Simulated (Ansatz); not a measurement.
Cubic perovskite CsPbBr3 (cubic high-temperature phase) was calculated with PBE0 (Ansatz, a first-principles code, plane waves, PAW).

Numerical settings: plane-wave cutoff 520 eV, 4×4×4 k mesh, scalar-relativistic PAW data made under PBE.

Computed at the level's own relaxed cell.

```xyz
5
Lattice="5.9698 0.0000 0.0000 0.0000 5.9698 0.0000 0.0000 0.0000 5.9698" Properties=species:S:1:pos:R:3 pbc="T T T"
Cs     0.0000     0.0000     0.0000
Pb     2.9849     2.9849     2.9849
Br     2.9849     0.0000     2.9849
Br     0.0000     2.9849     2.9849
Br     2.9849     2.9849     0.0000
```

Q: Give the elastic tensor (Voigt notation, GPa, ions relaxed, in the Cartesian axes of the cell as printed).

A: 
```
   46.4     6.7     6.7     0.0     0.0     0.0
    6.7    46.4     6.7     0.0     0.0     0.0
    6.7     6.7    46.4     0.0     0.0     0.0
    0.0     0.0     0.0     4.5     0.0     0.0
    0.0     0.0     0.0     0.0     4.5     0.0
    0.0     0.0     0.0     0.0     0.0     4.5
```

Note: the relaxation could not lower the start's symmetry, so the cell can be a saddle point above a distorted one.

Spin–orbit coupling is not included; it can shift volumes and moduli of such heavy elements.
